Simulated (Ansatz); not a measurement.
O vacancy + N on the O site + N on the O site (V_O+N_O+N_O) in metastable polar orthorhombic HfO2 (the name describes the start): one set of geometries, relaxed with PBE, evaluated in Ansatz (PAW, plane waves to 420 eV, 500 eV under r2SCAN) with PBE, r2SCAN.

Set-up: 96-site cell; 2×2×2 shifted k-points; start: the O(1) site; O(1) 2.73 Å away; O(1) 2.73 Å away; charged states image-corrected; no spin–orbit coupling; not converged in cell size; relaxed from one start, so a lower configuration may exist; flagged in the runs: a doubtful potential alignment, a host whose relaxation on this sampling wasn't shown to rest.

| quantity | PBE | r2SCAN |
|---|---|---|
| host gap (eV) | 4.36 | … |
| ε(+1/0) above the VBM (eV) | 0.86 | … |
| largest moment on one atom at charge +1 (μB) | 0.60 | … |
| neutral formation energy against N2 molecule in a box, O2 molecule in a box (eV) | 12.35 | … |

### Question
Given the lower rungs, what does r2SCAN give?

### Answer

- host gap (eV), r2SCAN: 4.88
- ε(+1/0) above the VBM (eV), r2SCAN: 1.26
- largest moment on one atom at charge +1 (μB), r2SCAN: 0.65
- neutral formation energy against N2 molecule in a box, O2 molecule in a box (eV), r2SCAN: 13.00

Ansatz is a quantum-chemistry and plane-wave program.
